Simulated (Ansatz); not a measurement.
Results of r²SCAN (Ansatz, a first-principles code, plane waves, PAW) for ZrGeO3 (model structure, started from the PbTiO3 type, P4mm, No. 99, 5 atoms in the cell).

Settings: plane-wave cutoff 560 eV, 8×8×8 k mesh, Fermi–Dirac smearing 0.01 eV, scalar-relativistic PAW data made under PBE.

Cell (relaxed at this level):

```cif
data_GeO3Zr
_chemical_formula_sum 'Zr1 Ge1 O3'
_space_group_name_H-M_alt 'P 1'
_space_group_IT_number 1
_cell_length_a 4.00912
_cell_length_b 4.00912
_cell_length_c 4.36663
_cell_angle_alpha 90.000
_cell_angle_beta 90.000
_cell_angle_gamma 90.000
loop_
_space_group_symop_operation_xyz
  'x, y, z'
loop_
_atom_site_label
_atom_site_type_symbol
_atom_site_fract_x
_atom_site_fract_y
_atom_site_fract_z
_atom_site_occupancy
Zr1 Zr 0.50000 0.50000 0.57878 1
Ge1 Ge 0.00000 0.00000 0.19971 1
O1 O 0.00000 0.50000 0.44940 1
O2 O 0.50000 0.00000 0.44940 1
O3 O 0.50000 0.50000 0.01290 1
```

Question: Predict the band gap, Γ–Γ gap and bulk modulus.

Answer: 
* **band gap**: 1.68 eV (on the SCF k mesh)
* **Γ–Γ gap**: 4.00 eV
* **bulk modulus**: 102 GPa

Note: the bulk modulus is −V dP/dV from two relaxed cells at ±2 % in volume; the relaxation could raise the start's symmetry but not lower it, so the cell can be a saddle point.

Spin–orbit coupling is not included.

The computed numbers hold no vibrational or temperature effects.

Computing time: very roughly 5 core-minutes.

A model structure was made by putting elements into a prototype or built by hand; it is no filed structure, need not be a known phase, and can be a saddle point held by its symmetry.
